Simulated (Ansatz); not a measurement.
# Ge under load (space group Fd-3m): band-edge transport data

Input:

```
CELL_PARAMETERS angstrom
      0.00000     2.77149     2.77149
      2.77149     0.00000     2.77149
      2.77149     2.77149     0.00000
ATOMIC_POSITIONS crystal
  Ge 0.00000 0.00000 0.00000
  Ge 0.25000 0.25000 0.25000
```

Method: PBE with spin-orbit coupling, rigid bands (plane waves, PAW; Ansatz, a program for electronic structure). Condition of this run: hydrostatic pressure of 5.6 GPa (compression positive) (the target of the relaxation). How the cell was made: cell and atoms relaxed with PBEsol, then loaded as said.

```
Quantity                                                                                                                                                      Result
---------------------------------------------------------------------------------------------------------------------------------------  ---------------------------
band gap                                                                                                                                                     0.28 eV
electron conductivity mass (300 K, dilute)                                                                                                                  0.128 mₑ
hole conductivity mass (300 K, dilute)                                                                                                                       0.25 mₑ
effective density of states N_c (300 K)                                                                                                                  1.2e19 cm⁻³
effective density of states N_v (300 K)                                                                                                                  6.0e18 cm⁻³
density-of-states mass, electrons                                                                                                                            0.62 mₑ
density-of-states mass, holes                                                                                                                                0.38 mₑ
Seebeck coefficient, n-type 1e19 cm⁻³, 300 K                                                                                                               -244 μV/K
best n-type power factor at 300 K for τ = 10 fs (best axis; densities from 1e16 to 1e21 cm⁻³ tried, whether or not they can be reached)   24 μW/(cm·K²) at 3e20 cm⁻³
Seebeck coefficient, p-type 1e19 cm⁻³, 300 K                                                                                                                194 μV/K
best p-type power factor at 300 K for τ = 10 fs (best axis; densities from 1e16 to 1e21 cm⁻³ tried, whether or not they can be reached)  7.3 μW/(cm·K²) at 3e20 cm⁻³
```

Rigid bands; masses and Seebeck coefficients take one relaxation time τ for all states and one kind of carrier; polarons and phonon drag are left out. Geometry: cell and atoms relaxed with PBEsol.
